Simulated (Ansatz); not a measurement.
Pyrite PtAs₂, treated with PBEsol (PAW; Ansatz, an electronic-structure program).

Run with plane-wave cutoff 520 eV, 6×6×6 k mesh, Fermi–Dirac smearing 0.01 eV, scalar-relativistic PAW data made under PBE.

Computed at the level's own relaxed cell.

Question: What does this level give for the lattice parameter a, band gap, smallest direct gap on the k points sampled and Γ–Γ gap?

Answer: 
lattice parameter a: 5.981 Å
band gap: 0.21 eV
smallest direct gap on the k points sampled: 1.00 eV
Γ–Γ gap: 1.65 eV

Measured, for comparison: lattice constant a 5.967 Å (temperature not stated, not corrected to a static lattice; as tabulated in Wikipedia's data pages). Computed (rounded) less measured: lattice constant a +0.2 %.

Spin–orbit coupling is not included; it can close the smallest gap of 0.21 eV.

The computed numbers hold no vibrational or temperature effects.

It cost about 4 core-minutes (a rough figure) of CPU time.
